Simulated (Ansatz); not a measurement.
The reference is BP in the zinc blende structure (space group F-43m, No. 216; a = 4.5483 Å).

All numbers come from Ansatz (a program for electronic structure), PBE, PAW, cutoff 420 eV, scalar-relativistic without spin-orbit coupling, earlier PAW set.

Base values:

The band gap is 1.25 eV, the volume per atom is 11.76 Å³ and the hole mass is 0.26, 0.26, 0.33 mₑ (at Γ). The smallest direct gap comes out as 3.39 eV. The gap character comes out as indirect, Γ → Γ–X (83 % along).

One thing is altered: full substitution B → Al, then cell and atoms are relaxed.

Tabulated Pauling electronegativity and covalent radius: B 2.04, 0.84 Å; Al 1.61, 1.21 Å.

Question: What does the calculation give for the band gap, volume per atom, hole mass, smallest direct gap and gap character after the change?

Answer: The band gap rises by 0.38 eV, from 1.25 eV to 1.63 eV; the volume per atom rises by 9.12 Å³, from 11.76 Å³ to 20.88 Å³; the hole mass (degenerate bands, along [100]) goes from 0.26, 0.26, 0.33 mₑ (at Γ) to 0.19, 0.56, 0.56 mₑ (at Γ); the smallest direct gap decreases by 0.306 eV (3.39 eV → 3.09 eV); the gap character becomes indirect, Γ → X (base: indirect, Γ → Γ–X (83 % along)).

Effective masses come from finite differences of ±0.01 Å⁻¹. No phonon test of stability was made.
